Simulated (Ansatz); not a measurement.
## A computed series for TaTlP2O8: response to strain

The reference is TaTlP2O8 (space group P-3m1, No. 164; a = 5.214 Å, c = 8.233 Å; a cell from a computed database, its experimental status unchecked). Axes: x lies along a and z along c of the hexagonal cell.

Strains are applied to the cell and any free atomic positions relax; under biaxial strain the out-of-plane vector relaxes too.

All numbers come from Kohn–Sham DFT with the PBEsol functional, run in Ansatz (a first-principles code) with PAW and 420 eV plane waves, spin-orbit coupling left out, earlier PAW set.

Candidates:
(a) biaxial strain +0.58 %, plane normal [001], relaxed out of plane
(b) isotropic strain −2.96 %
(c) isotropic strain −1.54 %
(d) uniaxial strain ε_xx = +3.68 %
(e) biaxial strain −2.91 %, plane normal [001], relaxed out of plane

For the base:

| Item | Result |
|---|---|
| Band gap | 3.29 eV |

**Question.** Order them by band gap, lowest first.

**Answer.** (d) uniaxial strain ε_xx = +3.68 % (3.09 eV), (b) isotropic strain −2.96 % (3.18 eV), (a) biaxial strain +0.58 %, plane normal [001], relaxed out of plane (3.24 eV), (c) isotropic strain −1.54 % (3.28 eV), (e) biaxial strain −2.91 %, plane normal [001], relaxed out of plane (3.36 eV)

With Ta and Tl present, leaving out spin-orbit coupling can change the band edges. Stability against distortions was not tested.
